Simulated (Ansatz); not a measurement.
We look at the energy of one form of Si over another. The value is E(A) − E(B), in meV per atom.

A: Si (Fd-3m), 34 atoms in the cell, k-point mesh 4×4×4 on the run's own vectors.
```xyz
34
Lattice="0.0000 7.3718 7.3718 7.3718 0.0000 7.3718 7.3718 7.3718 0.0000" Properties=species:S:1:pos:R:3 pbc="T T T"
Si    11.0577    11.0577    11.0577
Si     7.3718     7.3718     7.3718
Si    12.4149    12.4149    12.4149
Si     6.0146     6.0146     6.0146
Si    12.4149     9.7005     9.7005
Si     8.7290     8.7290     6.0146
Si     9.7005    12.4149     9.7005
Si     6.0146     8.7290     8.7290
Si     9.7005     9.7005    12.4149
Si     8.7290     6.0146     8.7290
Si     7.4389    11.9053    10.2101
Si    10.2101     7.4389    11.9053
Si    11.9053    10.2101     7.4389
Si    10.9906     8.2194     6.5242
Si     8.2194     6.5242    10.9906
Si     6.5242    10.9906     8.2194
Si    14.6765    10.2101    10.2101
Si    11.9053    14.6765    11.9053
Si    10.2101    11.9053     7.4389
Si    10.9906     6.5242     8.2194
Si     8.2194     8.2194     3.7530
Si     6.5242     3.7530     6.5242
Si     7.4389    10.2101    11.9053
Si    10.2101    14.6765    10.2101
Si    11.9053    11.9053    14.6765
Si     3.7530     8.2194     8.2194
Si     6.5242     6.5242     3.7530
Si     8.2194    10.9906     6.5242
Si    14.6765    11.9053    11.9053
Si    11.9053     7.4389    10.2101
Si    10.2101    10.2101    14.6765
Si     3.7530     6.5242     6.5242
Si     6.5242     8.2194    10.9906
Si     8.2194     3.7530     8.2194
```

B: Si (diamond, Fd-3m), 2 atoms in the cell, k-point mesh 10×10×10 on the run's own vectors.
```xyz
2
Lattice="0.0000 2.7349 2.7349 2.7349 0.0000 2.7349 2.7349 2.7349 0.0000" Properties=species:S:1:pos:R:3 pbc="T T T"
Si     4.1023     4.1023     4.1023
Si     2.7349     2.7349     2.7349
```

Plane-wave PAW calculations with Ansatz (a quantum-chemistry and plane-wave program), its PAW set soft_1, cutoff 420 eV, 500 eV for r2SCAN. The structures are at rest with PBE; other levels are single points on them. HSE06 runs on coarser k-point meshes, mended by the PBE difference between the two meshes. Neutral cells; Fermi-Dirac smearing of at most 0.05 eV in the solids, energies taken to zero width. The lattices are those relaxed with PBE, so at other levels the solids can be strained, which adds to the spread. Larger cells are relaxed from a start prepared with the learned potential CHGNet, on a coarser mesh till forces fall under 0.03 eV/Å, which some starts already meet. A dispersion term (D3(BJ), or D4 for r2SCAN) was computed beside these levels and is taken off wherever the name lacks it. Nuclei at rest; no vibrational terms. No structure search was made; lower ones may exist. No phonons were computed, so the higher form may be unstable once its symmetry is let go.

### Question
Estimate the value that HSE06 returns for this input.

### Answer
65 meV/atom for A less B, so Si (diamond, Fd-3m) (B) lies lower.

### Question
What do the other levels give, and how wide is the spread?

### Answer
```json
[
 {"Method": "PBE", "value (meV/atom)": "51", "less HSE06": "-14"},
 {"Method": "r2SCAN", "value (meV/atom)": "81", "less HSE06": "16"}
]
```

The levels span 30 meV/atom, from PBE (51) to r2SCAN (81).
